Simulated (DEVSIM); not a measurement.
System: Schottky contact on n-type Si, at 300 K.

```tsv
layer (left to right)	material	thickness (μm)	Nd (cm⁻³)	τn (s)	τp (s)
1	Si	0.340	1.9e16	1.1e-7	1.1e-7
```

Left contact: Schottky, work function 4.61 eV, emission velocity 7.6e6 cm/s. Right contact: ohmic. Voltage is applied to the left contact. Recombination: SRH at mid-gap, Auger. Gap narrowing is on: ΔEg = 6.92 meV × (l + √(l² + 0.5)), l = ln(N/1.3e17 cm⁻³), shared equally by both band edges. Mobility is constant in doping.

This is a model device: material constants are rounded textbook-type values typed into the input, and sizes, dopings and lifetimes were drawn at random. Values at 300 K.

```tsv
parameter	Si
gap (eV)	1.124
affinity (eV)	4.05
permittivity	11.7
Nc (cm⁻³)	2.86e19
Nv (cm⁻³)	3.1e19
μn (cm²/Vs)	1417
μp (cm²/Vs)	470
Cn (cm⁶/s)	2.8e-31
Cp (cm⁶/s)	9.9e-32
```

Model (solved in DEVSIM): 1D drift-diffusion, Boltzmann statistics, complete ionisation; no tunnelling, impact ionisation, image-force lowering or self-heating. Metal contacts follow the ideal Schottky-Mott rule: no Fermi-level pinning, no interface dipoles.

### Question
Tabulate band edges, carrier densities and field at zero bias.

### Answer
Energies count from the Fermi level of the right contact; mesh points crowd at the junctions.

| x (μm) | Ec (eV) | Ev (eV) | n (cm⁻³) | p (cm⁻³) | field (V/cm) |
|---|---|---|---|---|---|
| 0.000 | 0.560 | -0.564 | 1.1e10 | 1.1e10 | -45000 |
| 0.005368 | 0.536 | -0.587 | 2.8e10 | 4.2e9 | -43000 |
| 0.01176 | 0.509 | -0.614 | 8.1e10 | 1.5e9 | -42000 |
| 0.01937 | 0.478 | -0.645 | 2.7e11 | 4.5e8 | -39000 |
| 0.03045 | 0.436 | -0.687 | 1.3e12 | 8.9e7 | -36000 |
| 0.04163 | 0.398 | -0.725 | 6.0e12 | 2.0e7 | -33000 |
| 0.05493 | 0.357 | -0.766 | 2.9e13 | 4100000 | -29000 |
| 0.07430 | 0.306 | -0.817 | 2.0e14 | 590000 | -23000 |
| 0.09384 | 0.266 | -0.857 | 9.6e14 | 130000 | -18000 |
| 0.1171 | 0.233 | -0.890 | 3.5e15 | 34000 | -12000 |
| 0.1448 | 0.209 | -0.914 | 8.8e15 | 14000 | -6000 |
| 0.1834 | 0.195 | -0.928 | 1.5e16 | 8000 | -1900 |
| 0.2130 | 0.191 | -0.932 | 1.7e16 | 6900 | -750 |
| 0.2378 | 0.190 | -0.933 | 1.8e16 | 6600 | -330 |
| 0.2661 | 0.190 | -0.934 | 1.9e16 | 6400 | -130 |
| 0.2824 | 0.189 | -0.934 | 1.9e16 | 6400 | -76 |
| 0.2936 | 0.189 | -0.934 | 1.9e16 | 6400 | -53 |
| 0.3055 | 0.189 | -0.934 | 1.9e16 | 6300 | -37 |
| 0.3191 | 0.189 | -0.934 | 1.9e16 | 6300 | -27 |
| 0.3270 | 0.189 | -0.934 | 1.9e16 | 6300 | -23 |
| 0.3336 | 0.189 | -0.934 | 1.9e16 | 6300 | -22 |
| 0.3400 | 0.189 | -0.934 | 1.9e16 | 6300 | -21 |
